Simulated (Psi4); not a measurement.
Psi4 1.11, unrestricted B3LYP/def2-svpd: Ta(O)(Cl)2 ([O]=[Ta]([Cl])[Cl]), charge 0, multiplicity 2, 4 atoms. The geometry is a generated start, not checked to be a minimum at this level.

| Item | Value |
|---|---|
| task | energy |
| method | b3lyp |
| basis | def2-svpd |
| memory | 3 GB |
| maxiter | 100 |
| keys of the molecule block | symmetry c1 |
| scf_type | df (default) |
| e_convergence | 1e-06 (default) |
| d_convergence | 1e-06 (default) |
| dft_radial_points | 75 (default) |
| dft_spherical_points | 302 (default) |
| effective core potentials | those of the basis set, past Kr |
| basis functions | 112 |
| grid points | 86594 |

```xyz
4

Ta    -0.1150    -0.1004    -0.0217
O     -1.3770    -1.2149    -0.2472
Cl    -0.2747     1.9888    -0.7026
Cl     1.7667    -0.6734     0.9715
```

Charge 0 and multiplicity 2 are set for this test and not shown to be the ground state.

With the defaults (diis = true, scf_initial_accelerator = adiis, damping_percentage = 0, level_shift = 0, level_shift_cutoff = 0.01, diis_start = 1, soscf = false, soscf_start_convergence = 0.01, guess = auto, which took SAD, diis_max_vecs = 10) it converges in 12 SCF iterations. One run each on 2 threads, with these changes:
- guess = core
- soscf = true, soscf_start_convergence = 0.1
- level_shift = 0.1, level_shift_cutoff = 0.001
- diis_start = 4
- damping_percentage = 20
- diis_max_vecs = 3
- soscf = true
- diis = false, scf_initial_accelerator = none, damping_percentage = 60
- guess = sadno

Question: Which of these changes keep the SCF from converging, or lead it to another solution?

Answer: No convergence: diis = false, scf_initial_accelerator = none, damping_percentage = 60 (the run ends without SCF convergence in 100 iterations). The rest reach the solution of the defaults.

```tsv
setting	SCF iterations	JK calls	end
soscf = true, soscf_start_convergence = 0.1	8	34	same solution
soscf = true	9	35	same solution
the defaults	12	13	same solution
level_shift = 0.1, level_shift_cutoff = 0.001	13	14	same solution
guess = sadno	13	13	same solution
guess = core	14	14	same solution
diis_start = 4	18	19	same solution
damping_percentage = 20	22	23	same solution
diis_max_vecs = 3	22	23	same solution
diis = false, scf_initial_accelerator = none, damping_percentage = 60	100	101	no convergence
```

An SOSCF iteration holds several JK calls; a Hückel guess adds calls on atoms. 1 further run of the study ended by our limits or in an error and is left out.
